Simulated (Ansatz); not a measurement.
The parent structure is MgI$_{2}$ in the CdI2 type structure (space group P-3m1, No. 164; a = 4.124 Å, c = 6.831 Å; layered, stacked along the Cartesian z axis).

Computed with Kohn–Sham DFT with the PBE-D3(BJ) functional, run in Ansatz (an electronic-structure program) with PAW and 420 eV plane waves, scalar-relativistic without spin-orbit coupling.

For the base:

| Item | Result |
|---|---|
| Width of the top valence band | 1.30 eV |
| Band gap | 3.52 eV |
| Pressure | 0.00 GPa |

Perturbation: an isotropic linear strain of +2.00 %, atoms relaxed at fixed cell.

Q: Estimate the effect on the width of the top valence band.

A: The width of the top valence band falls by 0.20 eV to 1.10 eV.

Q: Predict the new largest internal atomic displacement.

A: The largest internal atomic displacement comes out as 0.052 Å.

Q: What happens to the band gap?

A: The band gap shrinks by 0.01 eV, from 3.52 eV to 3.51 eV.

Q: Estimate the effect on the pressure.

A: The pressure (mean of the normal stresses, compression positive) goes from zero to -0.97 GPa.

Spin-orbit coupling, missing from the scalar runs, can matter with I. No phonon test of stability was made.
